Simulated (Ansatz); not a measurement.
Bond-angle distributions (per cent of the angles at each element, bins of 10°) of a relaxed model of amorphous In$_{9}$Ga$_{9}$Zn$_{9}$O$_{39}$W at 5.98 g/cm³. These are PBE, scalar-relativistic without spin-orbit coupling (plane waves to 420 eV, PAW; Ansatz, a quantum-chemistry and plane-wave program) values and carry that method's errors.

It comes from a melt-quench run on a machine-learned potential (CHGNet), relaxed afterwards by DFT. O atoms were pushed apart under 1.9 Å during the dynamics, to hinder bonds among them. The hot cell started wider than the set density and was brought back towards it in steps. It is the lowest in DFT energy of 2 quenches. It is a model cell: composition and starting density were chosen by hand, and all elements were melted together. No dispersion term was used. Its density started from a set value of 5.97 and ended at 5.98 g/cm³. The simulated quench (nominally 210 K/ps over its main leg) is rapid and tends to freeze in more defects than a deposited or slowly cooled glass has. A cell of this size samples the disorder only roughly. The volume was free in the relaxation, at fixed shape. Stress components on the final sampling reach 1.9 GPa. On a 2×2×2 Γ-centred mesh force components of up to 0.19 eV/Å stay, since the relaxation ran on the zone centre alone.

Neighbours within In-In 3.12 Å, In-Ga 2.90 Å, In-Zn 2.90 Å, In-O 2.86 Å, In-W 3.08 Å, Ga-Ga 2.68 Å, Ga-Zn 2.68 Å, Ga-O 2.56 Å, Ga-W 2.86 Å, Zn-Zn 2.68 Å, Zn-O 2.56 Å, Zn-W 2.86 Å, O-O 1.58 Å, O-W 2.51 Å, W-W 3.04 Å count as bonded. Two cations that share two anions don't count as bonded, nor two that share one unless they lie closer than In-In 3.04 Å, In-Ga 2.82 Å, In-Zn 2.82 Å, In-W 3.00 Å, Ga-Ga 2.61 Å, Ga-Zn 2.61 Å, Ga-W 2.78 Å, Zn-Zn 2.61 Å, Zn-W 2.78 Å, W-W 2.95 Å.

| angle (°) | at In | at Ga | at Zn |
|---|---|---|---|
| 50-60 | 0 | 0 | 0 |
| 60-70 | 4 | 0 | 0 |
| 70-80 | 21 | 4 | 9 |
| 80-90 | 18 | 26 | 22 |
| 90-100 | 14 | 14 | 15 |
| 100-110 | 10 | 23 | 15 |
| 110-120 | 5 | 12 | 15 |
| 120-130 | 8 | 6 | 5 |
| 130-140 | 5 | 3 | 7 |
| 140-150 | 6 | 3 | 4 |
| 150-160 | 3 | 4 | 4 |
| 160-170 | 4 | 5 | 4 |
| 170-180 | 2 | 1 | 0 |

They go with these counts of neighbours within the cut-offs, cation contacts included: In mean 5.7, most often 6; Ga mean 4.7, most often 5; Zn mean 4.6, most often 5.
